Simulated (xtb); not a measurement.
xtb 6.7.1, GFN2-xTB: Os(CO)3(PH3)2 ([O+]#[C-]->[Os](<-[PH3])(<-[PH3])(<-[C-]#[O+])<-[C-]#[O+]), 15 atoms. The geometry is a generated start, not checked to be a minimum at this level.

| Quantity | Result |
|---|---|
| run flags | --grad |
| method | GFN2-xTB |
| --acc | 1 (default) |
| --etemp (K) | 300 (default) |
| basis functions | 60 |
| valence electrons | 54 |

```xyz
15

Os     0.0831     0.3020     0.4960
O      3.0477    -0.3878     0.7372
C      1.9173    -0.1883     0.6684
O      0.1398     1.0763     3.4454
C      0.1134     0.7738     2.3342
O     -2.4979     1.9261     0.2808
C     -1.5702     1.2494     0.3630
P      0.5704     1.0373    -1.6657
H      1.8706     1.0546    -2.1402
H      0.3041     2.3528    -2.0306
H      0.0599     0.5429    -2.8660
P     -0.8019    -1.9096     0.1326
H     -1.3700    -2.4255    -1.0246
H     -1.8378    -2.3661     0.9293
H     -0.0285    -3.0379     0.3402
```

Charge 0 and multiplicity 1 are set for this test and not shown to be the ground state.

One run each on 1 thread. Values of broydamp tried: 0.02, 0.05, 0.1, 0.2, 0.4 (default), 0.6, 0.8, 1.

**Question.** Which value of broydamp needs the fewest SCC iterations, and what happens away from it?

**Answer.** Fewest SCC iterations, within one of each other: 0.2 with 19, 0.4 (default) with 19, 0.6 with 19, 0.8 with 19, 1 with 19. The count rises to 33 at 0.02. All converge to one solution.

| broydamp | SCC iterations | end |
|---|---|---|
| 0.02 | 33 | same solution |
| 0.05 | 30 | same solution |
| 0.1 | 23 | same solution |
| 0.2 | 19 | same solution |
| 0.4 (default) | 19 | same solution |
| 0.6 | 19 | same solution |
| 0.8 | 19 | same solution |
| 1 | 19 | same solution |
